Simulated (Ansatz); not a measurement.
A constructed model of the (111)B surface of zinc-blende AlAs, As-terminated, 2x2 Si adatom at T4 (bottom of the slab: 3 H on 4 bottom sites)

Calculation: PBE (plane waves to 420 eV, PAW; Ansatz, a first-principles code).

Slab: 36 atoms, 13.9 Å thick at the start with caps and adatoms (thin: gaps and levels are the slab's own); k 3x3x1, smearing 0.025 eV, dipole-corrected; 8 atoms held, the rest relaxed; symmetry of the start imposed; spin-polarised, ending with about 1.0 μB a cell; orders that need a larger cell were not tried, no spin-orbit, no U. It is one candidate, not shown to be the stable structure of the face.

The gap of the slab on its k-mesh is 0.31 eV, the highest filled level below the top vacuum level is 5.14 eV and the energy released by relaxation is 1.69 eV. The magnetic moment of the cell is 1.00 μB. The cost is around 26 core-minutes (rough).
